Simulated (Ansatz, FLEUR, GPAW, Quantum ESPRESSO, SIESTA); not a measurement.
# CrMo₃ (R3m, 4 atoms in the cell) computed with different codes at matched settings

Self-consistent single point.

```yaml
crystal:
  lattice:
    - [1.43431, 0.82810, 8.06022]
    - [-1.43431, 0.82810, 8.06022]
    - [0.00000, -1.65620, 8.06022]
  atoms:
    - { symbol: Cr, position: [0.87645, 0.87645, 0.87645] }
    - { symbol: Mo, position: [0.13105, 0.13105, 0.13105] }
    - { symbol: Mo, position: [0.70676, 0.70676, 0.70676] }
    - { symbol: Mo, position: [0.28574, 0.28574, 0.28574] }
```

All programs got the same cell, k-point mesh and kind of occupations (in Ansatz's words: kpoints.mp_grid.grid = 8 8 8; scf.occupations.method = fermi_dirac; scf.occupations.width = 0.1 eV); potentials, basis and cutoffs are each program's usual ones.

```tsv
code	model	pressure (GPa)	largest force (eV/Å)	k-points	cutoff
Quantum ESPRESSO	PBEsol, GBRV 1.5 ultrasoft (PBESOL) pseudopotentials	5.44	0.137	65	50 Ry
SIESTA	GGA PBEsol, numerical atomic orbitals DZP, PseudoDojo PBEsol standard norm-conserving potentials (rewritten from UPF to PSML)	6.60	0.123	296	grid 400 Ry
GPAW	PBEsol, GPAW PAW datasets PBEsol (made by gpaw-setup)	5.54	0.157	65	850 eV
Ansatz	PBEsol, PAW files made with PBE	6.02	0.130	65	420 eV
FLEUR	PBEsol, all-electron FLAPW (FLEUR), scalar-relativistic valence	–	0.203	65	Kmax 3.6 1/bohr
```

Size of the force on each atom (eV/Å): Sizes of forces hide their directions.

```tsv
code	Cr1	Mo2	Mo3	Mo4
Quantum ESPRESSO	0.091	0.137	0.027	0.020
SIESTA	0.054	0.120	0.123	0.052
GPAW	0.075	0.157	0.046	0.036
Ansatz	0.091	0.130	0.030	0.009
FLEUR	0.053	0.203	0.030	0.122
```

A dash marks a value that a program does not give, or that is left out as unsure.

The spread over the programs that give each value: pressure within 1.16 GPa; largest force within 0.080 eV/Å.

The starting cell comes from a database of computed structures (which also holds hypothetical and non-ambient phases and stackings), without a prior relaxation at this level. Its lattice was rescaled by a random factor within 2.5 % of one. On Ansatz's run: Spin polarisation is off. In the base run, with a pressure of about 6 GPa the cell is away from its equilibrium volume at this level.

### Question
Why do the programs differ, and what cannot be compared?

### Answer
Differences of this kind can come from the potentials, where these differ, and from what each basis and cutoff leave unconverged. The valence holds different numbers of electrons (Quantum ESPRESSO 56, SIESTA 56, GPAW 48, Ansatz (a program for electronic structure) 56, FLEUR 56). The zero of total energies and Fermi levels follows the potentials and each program's conventions, so they are not compared here. SIESTA uses small atom-centred bases, whose incompleteness enters pressures, forces and empty levels differently from a plane-wave cutoff. FLEUR treats all electrons, but the usual bases taken here (sphere radii, linearisation, local orbitals, empty states) were not tested for convergence, so the values are no reference for the others. Ansatz's pressure is given at a fixed set of plane waves, as the other plane-wave codes print theirs; with its correction for the finite basis it is 6.05 GPa. The programs reduce the same mesh by symmetry to different extents, which changes the work and not the result. In the pressure, SIESTA (by 1.06) lies more than 1 GPa from the median of the plane-wave programs. In the force vectors, SIESTA (by 0.094) and FLEUR (by 0.102) lie more than 0.08 eV/Å from the median of the plane-wave programs.

Left out of this page: ABINIT (stopped by limits of time or memory).

Keys are those of Ansatz 0.2.
